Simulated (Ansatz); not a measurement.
The starting structures come from a database of crystals and need not be the phases stable at ambient conditions.

The decay constant κ of evanescent states in the gap governs leakage through a thin film.

Data:

```xyz
5
Lattice="5.2349 0.0000 0.0000 0.0000 7.4033 0.0000 0.0000 3.7017 3.7017" Properties=species:S:1:pos:R:3 pbc="T T T"
Sr     0.0000     3.7017     0.0000
Sr     2.6175     1.8508     1.8508
Sr     2.6175     5.5525     1.8508
Bi     0.0000     0.0000     0.0000
N      2.6175     3.7017     0.0000
```

Space group of this cell: Pm-3m, anti-perovskite. The cell is taken as given.

Transport runs along the normal of the first two printed cell vectors, the (110) plane of the conventional cell.

No gap correction and no spin-orbit coupling; mid-gap values are interpolated between computed energies.

Q: Give the band gap and the smallest decay constant κ at mid-gap that r2SCAN (Ansatz, a program for electronic structure) yields.

A: Gap 0.61 eV on a 8×8×8 mesh; κ = 0.069 1/Å, at the zone centre.
